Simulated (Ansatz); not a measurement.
Here is the system:

```
CELL_PARAMETERS angstrom
      0.00000     1.89338     1.88652
      1.89338     0.00000     1.88652
      1.89338     1.89338     0.00000
ATOMIC_POSITIONS crystal
  Rh 0.00000 0.00000 0.00000
```

Computed with PBEsol, rigid bands (plane waves, PAW, scalar-relativistic; Ansatz, a quantum-chemistry and plane-wave program). Condition of this run: biaxial stress xx = yy = -1 GPa (compression positive) (the target of the relaxation). Cell: cell and atoms relaxed with PBEsol, then loaded as said.

Question: For narrow interconnects the product ρ₀λ of bulk resistivity and mean free path ranks metals, the lower the better. What is it here?

Answer: 3.3 ×10⁻¹⁶ Ω·m².

Question: And the Drude plasma energy and the root-mean-square Fermi velocity at 300 K?

Answer: 10.2 eV; 6.6e5 m/s.

A metal at this level (no band gap); rigid bands, thermally averaged at 300 K, both spins. Spin-orbit coupling is left out. τ is one relaxation time for all states; the product of resistivity and mean free path takes one path for all states instead.
